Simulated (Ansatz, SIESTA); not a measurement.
**Te2Mo (P6_3/mmc, 6 atoms in the cell) computed with different codes at matched settings**

Self-consistent single point.

```
CELL_PARAMETERS angstrom
      3.50111     0.00000     0.00000
     -1.75056     3.03205     0.00000
      0.00000     0.00000    14.38265
ATOMIC_POSITIONS crystal
  Te 0.33333 0.66667 0.62782
  Te 0.66667 0.33333 0.37218
  Te 0.66667 0.33333 0.12782
  Te 0.33333 0.66667 0.87218
  Mo 0.33333 0.66667 0.25000
  Mo 0.66667 0.33333 0.75000
```

Shared settings, as Ansatz (an electronic-structure program) writes them: kpoints.mp_grid.grid = 6 6 2; magnetization.spin_orbit = true; scf.occupations.method = fixed. Potentials and cutoffs stand in the table.

```csv
code,model,pressure (GPa),largest force (eV/Å),gap on the mesh (eV),cutoff
Ansatz,"PBE with spin-orbit coupling, default PAW files",6.44,1.034,0.942,420 eV
SIESTA,"GGA PBE with spin-orbit coupling, numerical atomic orbitals DZP, PseudoDojo PBE fully relativistic norm-conserving potentials (rewritten from UPF to PSML)",–,1.585,0.934,grid 300 Ry
```

A dash marks a value that a program does not give, or that is left out as unsure.

Gaps are read on the mesh.

The spread over the programs that give each value: largest force within 0.551 eV/Å; gap on the mesh within 0.008 eV.

SIESTA uses small atom-centred bases, whose incompleteness enters pressures, forces and empty levels differently from a plane-wave cutoff.

The starting cell comes from a database of computed structures (which also holds hypothetical and non-ambient phases and stackings), without a prior relaxation at this level. Its lattice was rescaled by a random factor within 2.5 % of one.

Left out of this page: Elk (with a known weakness of the program).

Keys are those of Ansatz 0.2.
